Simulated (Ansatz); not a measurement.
The starting structures come from a database of crystals and need not be the phases stable at ambient conditions.

# Evanescent states of K₂NaAlH₆ (Fm-3m, not sure to be the ambient phase, 10 atoms a cell, 12.9 Å³ an atom) along the normal of (111)

The numbers are results of PBEsol (plane waves, PAW; Ansatz, a first-principles code), not measurements.

The gap is the functional's own. No spin-orbit coupling. Mid-gap values are interpolated on the energy grid.

Energies count from the valence-band top; κ is the least over a 6×6 mesh across the current.

```csv
E (eV),κ (1/Å),where
0.06,0.117,off Γ
0.18,0.195,off Γ
0.30,0.244,off Γ
0.42,0.280,off Γ
0.54,?,off Γ
0.66,?,off Γ
0.78,?,Γ
0.90,?,Γ
1.02,?,Γ
1.14,?,Γ
1.26,?,Γ
1.38,?,Γ
1.50,?,Γ
1.62,?,Γ
1.74,?,Γ
1.86,0.189,Γ
1.98,0.159,Γ
2.10,0.119,Γ
2.22,0.050,Γ
```

### Question
Some entries are withheld; supply them.

### Answer

- 0.54, κ (1/Å): 0.308
- 0.66, κ (1/Å): 0.331
- 0.78, κ (1/Å): 0.331
- 0.90, κ (1/Å): 0.321
- 1.02, κ (1/Å): 0.310
- 1.14, κ (1/Å): 0.298
- 1.26, κ (1/Å): 0.285
- 1.38, κ (1/Å): 0.271
- 1.50, κ (1/Å): 0.254
- 1.62, κ (1/Å): 0.236
- 1.74, κ (1/Å): 0.214
